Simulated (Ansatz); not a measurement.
**How the smallest direct gap on the k points sampled of Na₃OBr (Pm-3m, No. 221, 5 atoms in the cell; start mp-985586) moves with the method**

No measured value is used here.

```csv
level (code),value (eV)
LDA (Ansatz),1.86
PBEsol (Ansatz),1.94
PBEsol+SOC (Ansatz),1.92
r²SCAN (Ansatz),2.60
r²SCAN+SOC (Ansatz),2.58
HSE06+SOC (Ansatz),3.34
PBE0 (Ansatz),4.07
r²SCAN0 (Ansatz),4.45
G0W0@PBEsol (Ansatz),3.91
```

Computed values are for a static lattice. Spin–orbit coupling is included only where a level's name says +SOC; with heavier elements it mostly lowers gaps and can invert bands.  G0W0@PBEsol: a quasiparticle level at a band edge is in doubt. Values are at the PBEsol cell. Cutoffs and k meshes differ between the levels. Ansatz's density-functional and Hartree–Fock values are scalar-relativistic unless marked +SOC, with PAW data made under PBE.

A start named mp-… is a Materials Project structure, which need not be a measured phase.

Ansatz is a quantum-chemistry and plane-wave program.
